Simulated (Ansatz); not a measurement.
Take MoS2 in the 2H-MoS2 type structure (space group P6_3/mmc, No. 194; layered, stacked along the Cartesian z axis) as the base.

MoS2 is taken in the hexagonal space group P6₃/mmc (No. 194), Pearson symbol hP6. Lattice parameters: a = b = 3.109 Å, c = 11.709 Å, α = β = 90.00°, γ = 120.00°. Mo on 2c is surrounded by 6 S at 2.380 Å (trigonal prismatic). S on 4f is surrounded by 3 Mo at 2.380 Å (trigonal pyramidal). (Neighbours: up to the widest gap in distance over summed covalent radii, below 1.35, at either atom; cation-cation and far metal-metal contacts left out.)

Levels (all Ansatz, a program for electronic structure, PAW): PBEsol-D3(BJ) (420 eV, spin-orbit coupling left out); HSE06 (420 eV, no spin-orbit coupling).

Its gap is 0.52 eV with PBEsol-D3(BJ) and 1.09 eV with HSE06.

Now apply this change: a free-standing slab of 1 layer (3 atoms, 3 a layer) is cut normal to the stacking axis, with 15 Å of vacuum and the in-plane cell relaxed.

With PBEsol-D3(BJ) the gap becomes 1.90 eV.

Question: If the HSE06 correction stayed the same, what would the HSE06 gap be, and what does the HSE06 run give?

Answer: A rigid correction of +0.57 eV gives 2.47 eV. The HSE06 run gives 2.39 eV, so the correction itself changes by -0.08 eV.

Single points use the geometry relaxed with PBEsol-D3(BJ). HSE06 was sampled on its mesh, a few special points and the semilocal edge points, so its gap is an upper bound. No phonon test of stability was made.
